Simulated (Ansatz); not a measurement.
The parent structure is GaN in the zinc blende structure (space group F-43m, No. 216; a = 4.5488 Å). Axes: x, y, z lie along the cube axes.

Computed with Ansatz (a quantum-chemistry and plane-wave program), PBE, PAW, cutoff 420 eV, no spin-orbit coupling, earlier PAW set.

Perturbation: the cell is scaled by 0.9710 in all directions, atoms relaxed at fixed cell.

Predict the stress tensor and what it implies for the stiffness.

Stress of the strained cell less that of the base (GPa, compression positive):
```
  18.41    0.00    0.00
   0.00   18.41    0.00
   0.00    0.00   18.41
```

Then B = −ΔP/(ΔV/V₀) with ΔV/V₀ = -0.0845 gives secant stiffness values (nonlinear terms included at this strain): B ≈ 218 GPa.

As a check, the harmonic strain energy −½ V₀ Δσ:ε is 59 meV/atom; the computed energy rise is 53 meV/atom.

No phonon test of stability was made. This is not the structure that GaN has at room temperature and ambient pressure.
